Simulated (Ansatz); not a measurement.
**Hypothetical Pm-3n GaN, response to strain**

Base system: GaN (space group Pm-3n, No. 223; a = 5.5714 Å; a hypothetical phase, not in the database extracts checked). Axes: x, y, z lie along the cube axes.

Strains are applied to the cell and any free atomic positions relax.

Levels (all Ansatz, a program for electronic structure, PAW): PBE (420 eV, without spin-orbit coupling); PBEsol (420 eV, without spin-orbit coupling).

The base cell above is that of PBE; each level relaxes its own structures.

```csv
case,"shift of the gap caused by the change, PBE","shift of the gap caused by the change, PBEsol"
isotropic strain +0.88 %,-0.11 eV,-0.10 eV
uniaxial strain ε_zz = −2.75 %,-0.15 eV,-0.17 eV
"strain tensor (xx, yy, zz, yz, xz, xy) = (−0.74, −1.45, −0.60, −1.86, +1.10, −0.71) %",0.00 eV,-0.02 eV
"strain tensor (xx, yy, zz, yz, xz, xy) = (+0.71, −1.54, +1.14, +0.76, −0.16, +0.97) %",-0.23 eV,-0.24 eV
```

The two levels differ by at most about 0.02 eV. They put the cases in the same order.

No phonon test of stability was made.
